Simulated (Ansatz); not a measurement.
Start from Al in the fcc (Cu type) structure (space group Fm-3m, No. 225; a = 4.015 Å; relaxed with 0.1 eV smearing).

Level of theory: plane-wave PAW DFT at the PBEsol level (Ansatz, a program for electronic structure, 420 eV), without spin-orbit coupling, earlier PAW set.

Before the change:

* **Pressure**: 0.0 GPa

Modification: an isotropic linear strain of +2.58 %, atoms relaxed at fixed cell.

Question: How does this affect the pressure?

Answer: The pressure goes from zero to -5.3 GPa.

Question: Predict the new energy relative to the base.

Answer: The energy rises by 23 meV/atom.

Whether these cells are dynamically stable was not tested.
